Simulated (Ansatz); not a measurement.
# Relaxation of cell and atoms of Cs₂RbCuF₆ (Fm-3m, 10 atoms in the cell) at several settings

```yaml
crystal:
  lattice:
    - [0.00000, 4.64252, 4.64252]
    - [4.64252, 0.00000, 4.64252]
    - [4.64252, 4.64252, 0.00000]
  atoms:
    - { symbol: Cs, position: [0.25000, 0.25000, 0.25000] }
    - { symbol: Cs, position: [0.75000, 0.75000, 0.75000] }
    - { symbol: Rb, position: [0.50000, 0.50000, 0.50000] }
    - { symbol: Cu, position: [0.00000, 0.00000, 0.00000], spin: 1.0 }
    - { symbol: F, position: [0.79066, 0.20934, 0.20934] }
    - { symbol: F, position: [0.20934, 0.79066, 0.79066] }
    - { symbol: F, position: [0.20934, 0.79066, 0.20934] }
    - { symbol: F, position: [0.79066, 0.20934, 0.79066] }
    - { symbol: F, position: [0.20934, 0.20934, 0.79066] }
    - { symbol: F, position: [0.79066, 0.79066, 0.20934] }
```
(The spins are starting values, not results.)

Base: PBEsol, default PAW files made with PBE run with Ansatz (a first-principles code). Its settings: kpoints.mp_grid.grid = 4 4 4; hamiltonian.xc = pbesol; hamiltonian.pseudopotentials = {kind: paw} (the program's default PAW files); magnetization.spin_polarized = true; scf.occupations.method = gaussian; scf.occupations.width = 0.01 eV. Starting volume 20.01 Å³ per atom.

Each line gives the change from the base single point and the result:

- hamiltonian.dispersion: default → d3bj; relax: default → cell and atoms [DFT, PBEsol-D3BJ, plane waves, default PAW files made with PBE]: pressure -0.02 GPa; final cell a = b = c = 6.355 Å, α = β = γ = 60.00°; final volume per atom 18.15 Å³; relaxation steps 7.
- relax: default → cell and atoms: pressure 0.00 GPa; largest force (vector length) 0.003 eV/Å; final cell a = b = c = 6.4242 Å, α = β = γ = 60.00°; final volume per atom 18.75 Å³; relaxation steps 6; free energy against the base single point -10.2 meV/atom.

The starting cell comes from a database of computed structures (which also holds hypothetical and non-ambient phases and stackings), without a prior relaxation at this level. Its lattice was rescaled by a random factor within 2.5 % of one. With one magnetic atom in the cell only a parallel order is possible. Ansatz's pressure includes its estimate of the finite-basis (Pulay) stress.

Left out of this page: 1 run of the series held back from this collection.

Keys are those of Ansatz 0.2.
